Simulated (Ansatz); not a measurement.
Results of PBE (Ansatz, a quantum-chemistry and plane-wave program, plane waves, PAW) for B20 (FeSi-type) MnSi.

Numerical settings: plane-wave cutoff 520 eV, 12×12×12 k mesh, Fermi–Dirac smearing 0.05 eV, spin-polarised with parallel moments, scalar-relativistic PAW data made under PBE.

Response to compression and expansion:

Shape and atoms are relaxed at each volume.

```json
[
 {"V (Å³/atom)": "11.064", "P (GPa)": "9.13", "moment (μB per cell of 8 atoms)": "3.69"},
 {"V (Å³/atom)": "11.294", "P (GPa)": "4.34", "moment (μB per cell of 8 atoms)": "3.81"},
 {"V (Å³/atom)": "11.524", "P (GPa)": "0.00", "moment (μB per cell of 8 atoms)": "3.90"},
 {"V (Å³/atom)": "11.755", "P (GPa)": "-3.92", "moment (μB per cell of 8 atoms)": "3.95"},
 {"V (Å³/atom)": "11.985", "P (GPa)": "-7.44", "moment (μB per cell of 8 atoms)": "3.98"}
]
```

Note: the collinear magnetic order is the start's and need not be the measured one; the bulk modulus comes from volumes at which shape and atoms were relaxed.
